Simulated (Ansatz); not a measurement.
Reference: Si (Fd-3m), PBEsol, rigid bands (plane waves, PAW, scalar-relativistic; Ansatz, a first-principles code); axes and stresses refer to this cell.

```
Si
1.0
    0.00000     2.71691     2.71691
    2.71691     0.00000     2.71691
    2.71691     2.71691     0.00000
Si
2
Cartesian
  1.35845   1.35845   1.35845
  0.00000   0.00000   0.00000
```

The Seebeck coefficient, n-type 1e19 cm⁻³ comes out as -309 μV/K. The Seebeck coefficient, p-type 1e19 cm⁻³ is 319 μV/K and the hole conductivity mass comes out as 0.32 mₑ.

Problem. Change: biaxial strain xx = yy = -1.5 %, z clamped. What happens to Seebeck coefficient, n-type 1e19 cm⁻³, Seebeck coefficient, p-type 1e19 cm⁻³, hole conductivity mass?

Solution. Seebeck coefficient, n-type 1e19 cm⁻³ falls in size to -276 μV/K; Seebeck coefficient, p-type 1e19 cm⁻³ drops to 279 μV/K; hole conductivity mass decreases to 0.30 mₑ.

Masses are for dilute carriers at 300 K, harmonic means over directions unless an axis is named. Seebeck coefficients are for the stated density at 300 K, with one relaxation time for all states and whether or not that doping can be reached. Spin-orbit coupling is left out unless a row names it. The structure type is held under load, also where the real crystal would transform.
